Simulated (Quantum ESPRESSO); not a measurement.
The steps of a band-structure calculation for EuO (Fm-3m, 2 atoms in the cell) with Quantum ESPRESSO.

Method of the run: LDA (PZ), SSSP 1.1.2 efficiency (PBE) pseudopotentials (plane waves; Quantum ESPRESSO).

Step 1 (scf):

```fortran
&CONTROL
  calculation = 'scf'
  prefix = 'EuO'
  outdir = './tmp/'
  pseudo_dir = './'
  tprnfor = .true.
  tstress = .true.
/
&SYSTEM
  ibrav = 2
  celldm(1) = 9.4433885229
  nat = 2
  ntyp = 2
  ecutwfc = 55
  ecutrho = 440
  occupations = 'smearing'
  smearing = 'methfessel-paxton'
  degauss = 0.0099958
  nspin = 2
  starting_magnetization(1) = 0.412
  input_dft = 'pz'
/
&ELECTRONS
  conv_thr = 1.0e-11
  mixing_beta = 0.4
/
ATOMIC_SPECIES
Eu   151.9640  Eu.GGA-PBE-paw-v1.0.UPF
O     15.9990  O.pbe-n-kjpaw_psl.0.1.UPF
ATOMIC_POSITIONS {crystal}
Eu    0.0000000000    0.0000000000    0.0000000000
O     0.5000000000    0.5000000000    0.5000000000
K_POINTS {automatic}
6 6 6  0 0 0
```

Step 2 (bands):

```fortran
&CONTROL
  calculation = 'bands'
  prefix = 'EuO'
  outdir = './tmp/'
  pseudo_dir = './'
  verbosity = 'high'
/
&SYSTEM
  ibrav = 2
  celldm(1) = 9.4433885229
  nat = 2
  ntyp = 2
  ecutwfc = 55
  ecutrho = 440
  occupations = 'smearing'
  smearing = 'methfessel-paxton'
  degauss = 0.0099958
  nbnd = 19
  nspin = 2
  starting_magnetization(1) = 0.412
  input_dft = 'pz'
/
&ELECTRONS
  conv_thr = 1.0e-11
  startingwfc = 'random'
  diago_thr_init = 1.0d-6
  diagonalization = 'cg'
/
ATOMIC_SPECIES
Eu   151.9640  Eu.GGA-PBE-paw-v1.0.UPF
O     15.9990  O.pbe-n-kjpaw_psl.0.1.UPF
ATOMIC_POSITIONS {crystal}
Eu    0.0000000000    0.0000000000    0.0000000000
O     0.5000000000    0.5000000000    0.5000000000
K_POINTS {crystal_b}
12
  0.00000000   0.00000000   0.00000000  13  ! G
  0.50000000   0.00000000   0.50000000   6  ! X
  0.50000000   0.25000000   0.75000000   4  ! W
  0.37500000   0.37500000   0.75000000  13  ! K
  0.00000000   0.00000000   0.00000000  11  ! G
  0.50000000   0.50000000   0.50000000   8  ! L
  0.62500000   0.25000000   0.62500000   4  ! U
  0.50000000   0.25000000   0.75000000   9  ! W
  0.50000000   0.50000000   0.50000000   8  ! L
  0.37500000   0.37500000   0.75000000   1  ! K
  0.62500000   0.25000000   0.62500000   4  ! U
  0.50000000   0.00000000   0.50000000   1  ! X
```

Step 3 (bands.x):

```fortran
&BANDS
  prefix = 'EuO'
  outdir = './tmp/'
  filband = 'bands.dat'
  lsym = .false.
/
```

Output of bands (abridged):

```
     file O.pbe-n-kjpaw_psl.0.1.UPF: wavefunction(s)  2P renormalized

     Atomic positions and unit cell read from directory:
     ./tmp/EuO.save/
     G-vector sticks info
     --------------------
     sticks:   dense  smooth     PW     G-vecs:    dense   smooth      PW
     Sum        1357     673    199                32743    11575    1917

     bravais-lattice index     =            2
     lattice parameter (alat)  =       9.4434  a.u.
   [... lines left out ...]
     unit-cell volume          =     210.5346 (a.u.)^3
     atomic species   magnetization
   [... lines left out ...]
     ./tmp/EuO.save/charge-density

     Band Structure Calculation
     CG style diagonalization

     ethr =  1.00E-06,  avg # of iterations = 44.6

     End of band structure calculation

 ------ SPIN UP ------------

          k = 0.0000 0.0000 0.0000 (  1459 PWs)   bands (ev):

   -26.2223  -4.4902  -4.4902  -4.4900  -3.5154  11.1378  11.1378  11.1378
    14.6245  15.1230  15.1231  15.1232  15.3562  15.4655  15.4656  15.4657
    16.8150  16.8154  16.8157

          k =-0.0769 0.0000 0.0000 (  1455 PWs)   bands (ev):

   -26.2196  -4.5951  -4.4970  -4.4970  -3.4074  11.0253  11.1320  11.1320
    14.6195  15.1135  15.1137  15.1181  15.3696  15.4503  15.4504  15.5279
    16.7572  16.9107  16.9110

   [... 80 blocks of this kind left out ...]

 ------ SPIN DOWN ----------

          k = 0.0000 0.0000 0.0000 (  1459 PWs)   bands (ev):

   -23.5190  -3.5231  -2.3605  -2.3605  -2.3605  11.2935  11.2935  11.2935
    16.0625  17.7471  17.7473  17.7473  18.4787  19.5549  19.5569  19.5591
    19.6325  19.6331  19.6350

          k =-0.0769 0.0000 0.0000 (  1455 PWs)   bands (ev):

   -23.5157  -3.6113  -2.3688  -2.3688  -2.2700  11.1805  11.2880  11.2881
    16.1660  17.5972  17.8070  17.8070  18.5825  19.5352  19.5644  19.5659
    19.5914  19.6366  19.6386

   [... 80 blocks of this kind left out ...]
```

Output of bands.x (abridged):

```
     Reading xml data from directory:

     ./tmp/EuO.save/
     file O.pbe-n-kjpaw_psl.0.1.UPF: wavefunction(s)  2P renormalized

     G-vector sticks info
     --------------------
     sticks:   dense  smooth     PW     G-vecs:    dense   smooth      PW
     Sum        1357     673    199                32743    11575    1917

     Reading collected, re-writing distributed wavefunctions
     high-symmetry point:  0.0000 0.0000 0.0000   x coordinate   0.0000
     high-symmetry point: -1.0000 0.0000 0.0000   x coordinate   1.0000
     high-symmetry point: -1.0000 0.5000 0.0000   x coordinate   1.5000
     high-symmetry point: -0.7500 0.7500 0.0000   x coordinate   1.8536
     high-symmetry point:  0.0000 0.0000 0.0000   x coordinate   2.9142
     high-symmetry point: -0.5000 0.5000 0.5000   x coordinate   3.7802
     high-symmetry point: -1.0000 0.2500 0.2500   x coordinate   4.3926
     high-symmetry point: -1.0000 0.5000 0.0000   x coordinate   4.7462
     high-symmetry point: -0.5000 0.5000 0.5000   x coordinate   5.4533
     high-symmetry point: -0.7500 0.7500 0.0000   x coordinate   6.0656
     high-symmetry point: -1.0000 0.2500 0.2500   x coordinate   6.0656
     high-symmetry point: -1.0000 0.0000 0.0000   x coordinate   6.4192

     Plottable bands (eV) written to file bands.dat.gnu
     Bands written to file bands.dat

   JOB DONE.
```

The starting cell comes from a database of computed structures (which also holds hypothetical and non-ambient phases and stackings), without a prior relaxation at this level. Its lattice was rescaled by a random factor within 2.5 % of one. Spin-orbit coupling is off. With one magnetic atom in the cell only a parallel order is possible. With U or open f shells several self-consistent states can exist. The f electrons are in the valence without U or exact exchange, which can misplace them near the Fermi level. Spin-orbit terms, which matter for f shells, are left out.
